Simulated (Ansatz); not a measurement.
MgSe in the rock salt structure: quasi-harmonic values at 300 K, zero-point motion included, from Ansatz (plane waves, PAW) with several functionals, beside measured values. Phonon and k meshes: LDA 5×5×5 / 10×10×10; PBE 5×5×5 / 10×10×10; r2SCAN 4×4×4 / 8×8×8.  Misses against the measured value stand in brackets.

| quantity | LDA | PBE | r2SCAN | measured |
|---|---|---|---|---|
| lattice constant a (Å) | 5.423 (-0.7 %) | 5.546 (+1.6 %) | 5.505 (+0.8 %) | 5.460 |

Static volumes: LDA 19.59, r2SCAN 20.48, PBE 20.89 Å³/atom. The lattice constant a rises with the volume in this order; LDA lies closest to the measured value, and PBE is high by 1.6 %.

These misses hold whatever the vibrational approximation and the meshes add; that part was not separated from the functional's. The r2SCAN phonons come from finite displacements on a mesh that can be coarser than the others'.

Measured values: M J Lucero, T M Henderson, G E Scuseria, Journal of Physics Condensed Matter (2012), arXiv:1111.4515.

The PAW data sets were generated under PBE and serve the other functionals too.

Ansatz is a quantum-chemistry and plane-wave program.
